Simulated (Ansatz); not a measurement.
BeS (model structure, started from the rocksalt type, Fm-3m, No. 225, 2 atoms in the cell) was calculated with HSE06 (plane waves, PAW; Ansatz, a first-principles code).

Run with plane-wave cutoff 520 eV, 10×10×10 k mesh, finite displacements, scalar-relativistic PAW data made under PBE.

Computed at the level's own relaxed cell.

```cif
data_Be4S4
_chemical_formula_sum 'S4 Be4'
_space_group_name_H-M_alt 'Fm-3m'
_space_group_IT_number 225
_space_group_name_Hall '-F 4 2 3'
_cell_length_a 4.60770
_cell_length_b 4.60770
_cell_length_c 4.60770
_cell_angle_alpha 90.000
_cell_angle_beta 90.000
_cell_angle_gamma 90.000
loop_
_atom_site_label
_atom_site_type_symbol
_atom_site_symmetry_multiplicity
_atom_site_Wyckoff_symbol
_atom_site_fract_x
_atom_site_fract_y
_atom_site_fract_z
_atom_site_occupancy
S1 S 4 a 0.00000 0.00000 0.00000 1
Be1 Be 4 b 0.50000 0.50000 0.50000 1
```
(The calculation used a cell of 2 atoms; values per cell refer to that cell.)

Harmonic phonon frequencies (cm⁻¹; i marks an imaginary mode; at Γ without the LO shift):

| q point | frequencies |
|---|---|
| Γ | 259i 259i 259i 0 0 0 |
| X | 177i 177i 74 176 176 302 |
| L | 69i 69i 247 247 355 610 |

Imaginary modes appear, so the structure is dynamically unstable at this level.

Note: the run finds an imaginary mode (259i cm⁻¹), so the cell is a saddle point at this level.

A model structure was made by putting elements into a prototype or built by hand; it is no filed structure, need not be a known phase, and can be a saddle point held by its symmetry.
